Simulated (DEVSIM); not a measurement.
## abrupt GaAs p-n junction

Structure: abrupt GaAs p-n junction, at 300 K.

| layer (left to right) | material | thickness (μm) | Nd (cm⁻³) | Na (cm⁻³) | τn (s) | τp (s) |
|---|---|---|---|---|---|---|
| 1 | GaAs | 0.190 | - | 9.9e15 | 8.9e-8 | 8.9e-8 |
| 2 | GaAs | 33.0 | 1.8e17 | - | 8.9e-8 | 8.9e-8 |

Left contact: ohmic. Right contact: ohmic. Voltage is applied to the left contact. Recombination: SRH at mid-gap, radiative, Auger. Mobility is μmin + (μ − μmin)/(1 + (N/Nref)^α).

The device is made up for the run: typed textbook-type constants, with dimensions and the other settings drawn at random. Values at 300 K.

```
parameter        GaAs
-------------  ------
gap (eV)        1.424
affinity (eV)    4.07
permittivity     12.9
Nc (cm⁻³)      4.7e17
Nv (cm⁻³)        9e18
μn (cm²/Vs)      8500
μp (cm²/Vs)       400
μn,min            500
μp,min             20
Nref,n           6e16
Nref,p         1.5e17
αn               0.39
αp               0.38
B (cm³/s)       2e-10
Cn (cm⁶/s)      1e-30
Cp (cm⁶/s)      1e-30
```

DEVSIM, 1D drift-diffusion, Boltzmann statistics, complete ionisation; no tunnelling, impact ionisation, image-force lowering or self-heating.

```yaml
potential_step_across_the_device_at_zero_bias: 1.223 V
largest_field_in_the_device_at_zero_bias: 71000 V/cm
Dark forward voltage at 1 A/cm²: 0.856 V
Dark forward voltage at 100 A/cm²: 0.995 V
```

Dark forward current:

(V (V), J (A/cm²)): (0.05, 5.4e-12); (0.15, 6.1e-11); (0.20, 1.9e-10); (0.30, 2.9e-9); (0.40, 7.9e-8); (0.45, 4.7e-7); (0.55, 1.8e-5); (0.65, 0.00067); (0.75, 0.024); (0.80, 0.14); (0.90, 4.5); (1.00, 120); (1.05, 430); (1.15, 2100)

Dark reverse current:

```json
[
 {"V (V)": "-0.04", "J (A/cm²)": "-2.1e-12"},
 {"V (V)": "-0.10", "J (A/cm²)": "-4.2e-12"},
 {"V (V)": "-0.20", "J (A/cm²)": "-7.0e-12"},
 {"V (V)": "-0.30", "J (A/cm²)": "-9.3e-12"},
 {"V (V)": "-0.40", "J (A/cm²)": "-1.1e-11"},
 {"V (V)": "-0.60", "J (A/cm²)": "-1.5e-11"},
 {"V (V)": "-0.80", "J (A/cm²)": "-1.8e-11"},
 {"V (V)": "-1.00", "J (A/cm²)": "-2.0e-11"},
 {"V (V)": "-1.30", "J (A/cm²)": "-2.3e-11"},
 {"V (V)": "-1.60", "J (A/cm²)": "-2.6e-11"},
 {"V (V)": "-2.00", "J (A/cm²)": "-2.8e-11"}
]
```
